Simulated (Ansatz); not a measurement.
## Pressure series in WSe2

Take WSe₂ in the 2H-MoS2 type structure (space group P6_3/mmc, No. 194; a = 3.279 Å, c = 12.786 Å; layered, stacked along the Cartesian z axis) as the base.

Cell and atoms are relaxed at each pressure.

The values are results of Kohn–Sham DFT with the PBE-D3(BJ) functional, run in Ansatz (a first-principles code) with PAW and 420 eV plane waves, no spin-orbit coupling, not measurements.

Task: Only one of these has no band gap. Which?
(A) pressure 30 GPa
(B) pressure −2 GPa
(C) pressure 7 GPa
(D) pressure 3 GPa
(E) pressure −1 GPa

Result: A, pressure 30 GPa. Computed: pressure 3 GPa: 0.71 eV; pressure 7 GPa: 0.56 eV; pressure 30 GPa: zero; pressure −2 GPa: 1.08 eV; pressure −1 GPa: 0.95 eV

The mesh was chosen for an insulator and is coarse for the gapless case. With W present, leaving out spin-orbit coupling can change the band edges. Load acts through the strain it causes; cell and atoms are relaxed under it. No phonon test of stability was made. No other phases were tried under pressure. All final runs are without spin polarisation. A zero or small gap of WSe2 under pressure 30 GPa can be the functional's error rather than a property of the material.
